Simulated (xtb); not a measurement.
xtb 6.7.1, GFN1-xTB: Nb(NH)(F)2(NMe2) (C[N](C)[Nb](=[NH])([F])[F]), 14 atoms. The geometry is a generated start, not checked to be a minimum at this level.

| Quantity | Result |
|---|---|
| run flags | --grad |
| method | GFN1-xTB |
| --acc | 1 (default) |
| --etemp (K) | 300 (default) |
| basis functions | 48 |
| valence electrons | 44 |

```xyz
14

Nb     0.3195     1.3733    -0.9230
N      1.0607     0.5286    -2.2877
H      1.5080     0.1369    -3.1142
F      1.5715     2.3491     0.0758
F     -1.3461     2.1359    -1.3489
N     -0.1365    -0.1395     0.2201
C     -0.7374     0.1872     1.5083
C      0.0720    -1.5704     0.1049
H     -1.6474    -0.4060     1.6658
H     -0.0340    -0.0306     2.3245
H     -1.0113     1.2531     1.5516
H      0.7473    -1.9213     0.8920
H     -0.8788    -2.1046     0.1998
H      0.5125    -1.7917    -0.8689
```

Charge 0 and multiplicity 1 are set for this test and not shown to be the ground state.

One run each on 1 thread. Values of broydamp tried: 0.02, 0.05, 0.1, 0.2, 0.4 (default), 0.6, 0.8, 1.

Q: Which value of broydamp needs the fewest SCC iterations, and what happens away from it?

A: Fewest SCC iterations, within one of each other: 0.2 with 15, 0.6 with 14. The count rises to 26 at 0.02. All converge to one solution.

| broydamp | SCC iterations | end |
|---|---|---|
| 0.02 | 26 | same solution |
| 0.05 | 22 | same solution |
| 0.1 | 17 | same solution |
| 0.2 | 15 | same solution |
| 0.4 (default) | 16 | same solution |
| 0.6 | 14 | same solution |
| 0.8 | 16 | same solution |
| 1 | 21 | same solution |
